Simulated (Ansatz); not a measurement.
Ansatz (a quantum-chemistry and plane-wave program) run on TiSi₂ (Immm, 3 atoms in the cell): self-consistent single point.

Level of theory: r2SCAN, default PAW files made with PBE (plane waves; Ansatz).

```
CELL_PARAMETERS angstrom
     -1.48289     1.72377     4.24073
      1.48289    -1.72377     4.24073
      1.48289     1.72377    -4.24073
ATOMIC_POSITIONS crystal
  Ti 0.00000 0.00000 0.00000
  Si 0.32992 0.32992 0.00000
  Si 0.67008 0.67008 0.00000
```

Reference input (self-consistent single point, DFT, r2SCAN, plane waves, default PAW files made with PBE): kpoints.mp_grid.grid = 12 12 12; hamiltonian.xc = r2scan; hamiltonian.pseudopotentials = {kind: paw} (the program's default PAW files); scf.occupations.method = gaussian; scf.occupations.width = 0.272 eV. This run's input differs from it in these lines:

Ansatz 0.2 input:
```diff
@@ -10,3 +10,3 @@
 kpoints:
-  mp_grid: { grid: [12, 12, 12] }
+  mp_grid: { grid: [8, 8, 8] }
 hamiltonian:
@@ -15,3 +15,3 @@
 scf:
-  occupations: { method: gaussian, width: 0.272 }
+  occupations: { method: gaussian, width: 0.3 }
 output:
```

Log, with long lists cut:

```
SCF iter   1: F=—  HF=-3783.503341 eV  |F-HF|=—  |Δ(HF+E_count)|=         —  Δρ=1.13e-2  dr2=5.12e-2  dr2_τ=2.08e-2  ethr=1.77e-3  ⟨swp⟩=5.0  Hψ=7328  notcnv=0
all-band conjugate gradients solve this SCF's bands
preconditioner: auto → Kerker (q_TF=auto, 2.398 Å⁻¹)
SCF iter   2: F=—  HF=-3783.549149 eV  |F-HF|=—  |Δ(HF+E_count)|=   4.58e-2  Δρ=4.68e-3  dr2=1.01e-2  dr2_τ=8.00e-4  ethr=2.56e-4  ⟨swp⟩=2.0  Hψ=3289  notcnv=0
SCF iter   3: F=—  HF=-3783.549059 eV  |F-HF|=—  |Δ(HF+E_count)|=   8.97e-5  Δρ=2.87e-3  dr2=3.44e-3  dr2_τ=4.70e-5  ethr=5.05e-5  ⟨swp⟩=1.0  Hψ=1330  notcnv=0
SCF iter   4: F=—  HF=-3783.548878 eV  |F-HF|=—  |Δ(HF+E_count)|=   1.81e-4  Δρ=2.50e-4  dr2=1.89e-5  dr2_τ=1.06e-6  ethr=1.72e-5  ⟨swp⟩=2.8  Hψ=2176  notcnv=0
SCF iter   5: F=—  HF=-3783.548892 eV  |F-HF|=—  |Δ(HF+E_count)|=   1.42e-5  Δρ=4.18e-5  dr2=4.92e-7  dr2_τ=4.33e-8  ethr=9.43e-8  ⟨swp⟩=2.2  Hψ=2040  notcnv=0
SCF iter   6: F=-3783.548892 eV  HF=-3783.548892 eV  |F-HF|=2.56e-8  |Δ(HF+E_count)|=   3.55e-7  Δρ=9.69e-6  dr2=3.29e-8  dr2_τ=9.90e-10  ethr=5.00e-10  ⟨swp⟩=5.0  Hψ=5850  notcnv=0
SCF 1 converged in 6 iterations: F = -3783.548892 eV  dr2 = 3.29e-8
Free energy (F): -3783.548892 eV
Internal energy: -3783.488465 eV  (E = F + TS)
E sigma→0 (E₀):  -3783.518679 eV
Entropy (-TS):   -0.060427 eV (-20.142 meV/atom)
Fermi energy:    12.192690 eV
--- Forces (eV/Å), atoms counted from 1 ---
  atom   1  Ti     0.00000000     0.00000000    -0.00000000
  atom   2  Si     0.00000000     0.00000000    -0.06007056
  atom   3  Si     0.00000000     0.00000000     0.06007056
--- Stress (GPa, compression-positive) ---
       -3.144071       0.000000       0.000000
        0.000000      -5.396175       0.000000
        0.000000       0.000000      -6.068180
  P = ⅓ Tr σ = -4.8695 GPa (-48.695 kbar)
  The stress holds the Pulay correction. Without it, at fixed plane waves, as pw.x and ABINIT print it: P = -4.9061 GPa
```

The run converged in 6 iterations. Against the reference run the free energy goes up by 3.0 meV/atom, the pressure stays near -4.87 GPa while the xx stress (positive for compression) goes from -4.02 to -3.14 GPa and the largest force goes from 0.030 to 0.060 eV/Å.

The starting cell comes from a database of computed structures (which also holds hypothetical and non-ambient phases and stackings), without a prior relaxation at this level. Its lattice was rescaled by a random factor within 2.5 % of one. Spin polarisation is off. With a pressure of about -5 GPa the cell is away from its equilibrium volume at this level. Ansatz's pressure includes its estimate of the finite-basis (Pulay) stress.
